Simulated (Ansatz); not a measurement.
**Smallest direct gap on the k points sampled of Mg2TiO4 (P4₁22, No. 91, 28 atoms in the cell; start mp-757031) at several levels of theory**

No measured value is used here.

```
level (code)     value (eV)
---------------  ----------
LDA (Ansatz)           3.47
PBEsol (Ansatz)        3.53
r²SCAN (Ansatz)  (withheld)
```

What belongs in the gaps?


- r²SCAN (Ansatz, an electronic-structure program), value (eV): 3.99

Computed values are for a static lattice.  Values are at the PBEsol cell. Cutoffs differ between the levels. Ansatz's density-functional and Hartree–Fock values are scalar-relativistic unless marked +SOC, with PAW data made under PBE.

A start named mp-… is a Materials Project structure, which need not be a measured phase.
